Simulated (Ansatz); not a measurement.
Co on the 1x1 (10-10) surface of wurtzite AlN (cut with top plane Al + N), one in a 2x1 cell, energies for each (31.4 Å²). Energies are against an atom of hcp Co, ferromagnetic, without zero-point or thermal terms; each row is named by its start (#2, #3: further inequivalent places of a kind).

Host crystal: wurtzite AlN, with a band gap (PBE, scalar-relativistic without spin-orbit coupling).

Level of theory: PBE (plane waves to 420 eV, PAW; Ansatz, a first-principles code).

Model: 33-atom slab, 8.9 Å thick at the start under the adsorbate (thin: gaps and levels are the slab's own), 3x4x1 mesh, Fermi-Dirac 0.01 eV, dipole correction, 16 atoms held, the rest relaxed; each run with such symmetry as its start has; spin-polarised, no spin-orbit, no U, no dispersion correction.

A negative adsorption energy means that the adsorbate is more stable on the surface than in its reference. Starts that drift may end in the same place. Heights count from the host atoms within 0.3 Å of the top one.

| starting site | E_ads (eV) | height (Å) | nearest host atom (Å) | bonded to | change of the vacuum step (eV) | lateral drift (Å) | moment (μB) |
|---|---|---|---|---|---|---|---|
| top N | 2.92 | 1.91 | N 1.92 | Al + N | 0.22 | 0.4 | 3.0 |
| top Al | 2.89 | 1.90 | N 1.90 | Al + N | 0.26 | 1.3 | 3.0 |
| top Al #2 | 2.78 | 1.27 | N 2.10 | Al + 2 N | -0.09 | 0.2 | 1.0 |
| hollow Al-Al-N-N | 2.56 | 1.42 | N 2.09 | 3 Al + 2 N | 0.14 | 0.5 | 3.0 |
| hollow beside Al | 2.45 | 1.54 | N 1.89 | Al + N | -0.13 | 0.8 | 3.0 |
| bridge Al-Al-Al-N (span 3.1 Å) | 2.56 | 1.42 | N 2.09 | 3 Al + 2 N | 0.13 | 0.5 | 3.0 |
